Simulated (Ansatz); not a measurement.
Consider GeS in the GeS type structure (space group Pnma, No. 62; layered, stacked along the Cartesian x axis).

```
CELL_PARAMETERS angstrom
     10.66162     0.00000     0.00000
      0.00000     3.68167     0.00000
      0.00000     0.00000     4.35534
ATOMIC_POSITIONS crystal
  Ge 0.62450 0.75000 0.63499
  Ge 0.87550 0.25000 0.13499
  Ge 0.37550 0.25000 0.36501
  Ge 0.12450 0.75000 0.86501
  S  0.34932 0.75000 0.99493
  S  0.15068 0.25000 0.49493
  S  0.65068 0.25000 0.00507
  S  0.84932 0.75000 0.50507
```

Cartesian axes are those of the cell as printed.

Method: plane-wave PAW DFT at the PBE-D3(BJ) level (Ansatz, a quantum-chemistry and plane-wave program, 420 eV), spin-orbit coupling left out, earlier PAW set.

Base values:

Volume per atom: 21.37 Å³

Now apply this change: uniaxial stress, 1 GPa compression along x, with the cell and atoms free to relax against it.

Question: Estimate the effect on the energy relative to the base and volume per atom.

Answer: The energy increases by 0.9 meV/atom; the volume per atom decreases by 0.12 Å³, from 21.37 Å³ to 21.25 Å³.

Load acts through the strain it causes; cell and atoms are relaxed under it. Stability under load was not tested beyond the relaxation. The program warned that a D3 coordination switch lies within reach, so dispersion energies are less smooth here.
